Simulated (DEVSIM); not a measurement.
abrupt Ge p-n junction

Structure: abrupt Ge p-n junction, at 300 K.

| layer (left to right) | material | thickness (μm) | Nd (cm⁻³) | Na (cm⁻³) | τn (s) | τp (s) |
|---|---|---|---|---|---|---|
| 1 | Ge | 0.470 | - | 1.8e18 | 1.8e-5 | 1.8e-5 |
| 2 | Ge | 50.0 | 2.2e15 | - | 1.8e-5 | 1.8e-5 |

Left contact: ohmic. Right contact: ohmic. Voltage is applied to the left contact. Recombination: SRH at mid-gap, radiative, Auger. Mobility is constant in doping.

Constants are typed, rounded textbook-type inputs, not results; the design itself was drawn at random and stands for no fabricated device. Values at 300 K.

```tsv
parameter	Ge
gap (eV)	0.664
affinity (eV)	4
permittivity	16
Nc (cm⁻³)	1.04e19
Nv (cm⁻³)	6e18
μn (cm²/Vs)	3900
μp (cm²/Vs)	1900
B (cm³/s)	6.4e-14
Cn (cm⁶/s)	1e-31
Cp (cm⁶/s)	1e-31
```

Simulated with DEVSIM: 1D drift-diffusion, Boltzmann statistics, complete ionisation; no tunnelling, impact ionisation, image-force lowering or self-heating.

```
Quantity                                           Result
---------------------------------------------  ----------
Potential step across the device at zero bias     0.414 V
Largest field in the device at zero bias       63000 V/cm
Dark forward voltage at 1 A/cm²                   0.205 V
Dark forward voltage at 100 A/cm²                 0.388 V
```

Dark reverse current:

| V (V) | J (A/cm²) |
|---|---|
| -0.40 | -0.00041 |
| -1.00 | -0.00041 |
| -2.00 | -0.00042 |
| -3.00 | -0.00042 |
| -4.00 | -0.00043 |
| -6.00 | -0.00043 |
| -8.00 | -0.00044 |
| -10.00 | -0.00044 |

Dark forward current:

(V (V), J (A/cm²)): (0.05, 0.0024); (0.10, 0.019); (0.15, 0.13); (0.20, 0.84); (0.25, 4.5); (0.30, 18); (0.35, 53); (0.40, 120); (0.45, 230); (0.50, 390); (0.55, 600); (0.60, 850); (0.65, 1200); (0.70, 1500); (0.75, 1900); (0.80, 2400)
